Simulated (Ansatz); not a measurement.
Consider Al in the fcc (Cu type) structure (space group Fm-3m, No. 225; a = 3.992 Å; relaxed with 0.1 eV smearing). Axes: x, y, z lie along the cube axes.

All numbers come from r2SCAN, PAW, 500 eV (Ansatz, a program for electronic structure; no spin-orbit coupling), earlier PAW set.

Strains are applied to the cell and any free atomic positions relax; under biaxial strain the out-of-plane vector relaxes too.

One change was made to it. Results:

| quantity | base | after |
|---|---|---|
| pressure | 0.0 GPa | -10.7 GPa |
| energy relative to the base (free energy F) | 0 meV/atom | +118 meV/atom |

Task: Name the change that was made.
(A) isotropic strain +5.94 %
(B) uniaxial strain ε_xx = +1.24 %
(C) biaxial strain −0.47 %, plane normal [001], relaxed out of plane
(D) biaxial strain +2.29 %, plane normal [111], relaxed out of plane
(E) tensor shear ε_xy = +2.96 %

Result: A, isotropic strain +5.94 %. For comparison, the energy relative to the base in the other runs: biaxial strain −0.47 %, plane normal [001], relaxed out of plane gives +0.3 meV/atom; uniaxial strain ε_xx = +1.24 % gives +1.0 meV/atom; biaxial strain +2.29 %, plane normal [111], relaxed out of plane gives +7.3 meV/atom; tensor shear ε_xy = +2.96 % gives +8.1 meV/atom.

Stability against distortions was not tested.
